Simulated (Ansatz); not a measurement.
Start from MoS₂ in the 3R-MoS2 type structure (space group R3m, No. 160; a = 3.116 Å, c = 17.356 Å (hexagonal axes); layered, stacked along the Cartesian z axis).

Now apply this change: full substitution Mo → W, then cell and atoms are relaxed.

Levels (all Ansatz, a first-principles code, PAW): PBEsol-D3(BJ) (420 eV, scalar-relativistic without spin-orbit coupling); r2SCAN (500 eV, no spin-orbit coupling).

The geometry is relaxed with PBEsol-D3(BJ).

PBEsol-D3(BJ) hole mass: 0.92 mₑ along k, 0.44 mₑ across (at T)
PBEsol-D3(BJ) width of the top valence band: 2.20 eV
PBEsol-D3(BJ) band gap: 0.67 eV

Problem. Predict the hole mass, width of the top valence band and band gap from r2SCAN.

Solution. The hole mass becomes 0.82 mₑ along k, 0.43 mₑ across (at T) (PBEsol-D3(BJ): 0.92 mₑ along k, 0.44 mₑ across (at T)); the width of the top valence band increases by 0.12 eV, from 2.20 eV to 2.32 eV; the band gap rises by 0.15 eV, from 0.67 eV to 0.82 eV.

Single points use the geometry relaxed with PBEsol-D3(BJ). Spin-orbit coupling, missing from the scalar runs, can matter with W. Effective masses come from finite differences of ±0.01 Å⁻¹. Along k means along the line from Γ to the band edge. Stability against distortions was not tested.
